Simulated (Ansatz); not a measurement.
A self-consistent single point of TaN (P31m, 6 atoms in the cell) with Ansatz (a program for electronic structure).

Method: PBEsol, default PAW files made with PBE (plane waves; Ansatz).

The change in words: lattice scaled by 0.98; kpoints.mp_grid.grid: 7 7 11 → 12 12 18; scf.occupations.width: 0.0073 Ry → 0.0037 Ry. Reference geometry:
```
CELL_PARAMETERS angstrom
      5.23454     0.00000     0.00000
     -2.61727     4.53325     0.00000
      0.00000     0.00000     2.92932
ATOMIC_POSITIONS crystal
  Ta 0.00000 0.00000 0.01707
  Ta 0.33333 0.66667 0.50000
  Ta 0.66667 0.33333 0.50000
  N  0.39239 0.00000 0.00000
  N  0.60761 0.60761 0.00000
  N  0.00000 0.39239 0.00000
```

Reference input (self-consistent single point, DFT, PBEsol, plane waves, default PAW files made with PBE): basis.ecutwfc = 30.9 Ry; kpoints.mp_grid.grid = 7 7 11; hamiltonian.xc = pbesol; hamiltonian.pseudopotentials = {kind: paw} (the program's default PAW files); scf.occupations.method = fermi_dirac; scf.occupations.width = 0.0073 Ry. This run's input differs from it in these lines:

Ansatz 0.2 input:
```diff
@@ -2,5 +2,5 @@
   lattice:
-    - [5.23454200, 0.00000000, 0.00000000]
-    - [-2.61727100, 4.53324600, 0.00000000]
-    - [0.00000000, 0.00000000, 2.92932400]
+    - [5.12985100, 0.00000000, 0.00000000]
+    - [-2.56492600, 4.44258100, 0.00000000]
+    - [0.00000000, 0.00000000, 2.87073800]
   atoms:
@@ -15,3 +15,3 @@
 kpoints:
-  mp_grid: { grid: [7, 7, 11] }
+  mp_grid: { grid: [12, 12, 18] }
 hamiltonian:
@@ -20,3 +20,3 @@
 scf:
-  occupations: { method: fermi_dirac, width: 0.0073 Ry }
+  occupations: { method: fermi_dirac, width: 0.0037 Ry }
 output:
```

The program printed (abridged):

```
SCF iter   1: F=—  HF=-30562.940074 eV  |F-HF|=—  |Δ(HF+E_count)|=         —  Δρ=1.28e-2  dr2=9.19e-2  ethr=1.77e-3  ⟨swp⟩=6.0  Hψ=39613  notcnv=0  defer=4
all-band conjugate gradients solve this SCF's bands
preconditioner: auto → Kerker (q_TF=auto, 2.642 Å⁻¹)
SCF iter   2: F=—  HF=-30562.922178 eV  |F-HF|=—  |Δ(HF+E_count)|=   1.79e-2  Δρ=5.26e-3  dr2=1.40e-2  ethr=1.70e-4  ⟨swp⟩=2.2  Hψ=15666  notcnv=0  defer=120
   [... lines left out ...]
SCF iter   4: F=—  HF=-30562.919043 eV  |F-HF|=—  |Δ(HF+E_count)|=   8.00e-4  Δρ=3.84e-4  dr2=6.56e-5  ethr=5.84e-6  ⟨swp⟩=2.0  Hψ=13013  notcnv=0  defer=123
SCF iter   5: F=—  HF=-30562.919080 eV  |F-HF|=—  |Δ(HF+E_count)|=   3.74e-5  Δρ=5.69e-5  dr2=1.52e-6  ethr=1.22e-7  ⟨swp⟩=2.3  Hψ=14275  notcnv=0  defer=123
SCF iter   6: F=—  HF=-30562.919080 eV  |F-HF|=—  |Δ(HF+E_count)|=   4.49e-9  Δρ=1.27e-5  dr2=1.43e-7  ethr=1.85e-10  ⟨swp⟩=8.2  Hψ=44343  notcnv=0
SCF iter   7: F=-30562.919080 eV  HF=-30562.919080 eV  |F-HF|=2.38e-9  |Δ(HF+E_count)|=   2.22e-8  Δρ=3.03e-6  dr2=5.50e-9  ethr=1.85e-10  ⟨swp⟩=4.0  Hψ=30344  notcnv=0
SCF 1 converged in 7 iterations: F = -30562.919080 eV  dr2 = 5.50e-9
Free energy (F): -30562.919080 eV
Internal energy: -30562.913898 eV  (E = F + TS)
E sigma→0 (E₀):  -30562.916489 eV
Entropy (-TS):   -0.005182 eV (-0.864 meV/atom)
Fermi energy:    20.504009 eV
--- Forces (eV/Å), atoms counted from 1 ---
  atom   1  Ta    -0.00000000    -0.00000000    -0.58204246
  atom   2  Ta     0.00000000    -0.00000000     0.05407708
  atom   3  Ta     0.00000000     0.00000000     0.05407708
  atom   4  N      0.22332712     0.00000001     0.15796202
  atom   5  N     -0.11166355    -0.19340696     0.15796202
  atom   6  N     -0.11166357     0.19340695     0.15796202
--- Stress (GPa, compression-positive) ---
       10.224058       0.000000       0.000000
        0.000000      10.224058       0.000000
        0.000000       0.000000       9.751431
  P = ⅓ Tr σ = 10.0665 GPa (100.665 kbar)
  The stress holds the Pulay correction. Without it, at fixed plane waves, as pw.x and ABINIT print it: P = 9.5935 GPa
```

The run converged in 7 iterations. Against the reference run the free energy is nearly the same (within 1 meV/atom), the pressure goes from -10.09 to 10.07 GPa and the largest force goes from 0.561 to 0.582 eV/Å.

The starting cell comes from a database of computed structures (which also holds hypothetical and non-ambient phases and stackings), without a prior relaxation at this level. Its lattice was rescaled by up to half a per cent. One atom was moved a little off its site on purpose. For this run, on top of that: lattice scaled by 0.98. Spin polarisation is off. With a pressure of about 10 GPa the cell is away from its equilibrium volume at this level. Ansatz's pressure includes its estimate of the finite-basis (Pulay) stress.

Cost on one core of a shared machine: roughly 50 s.
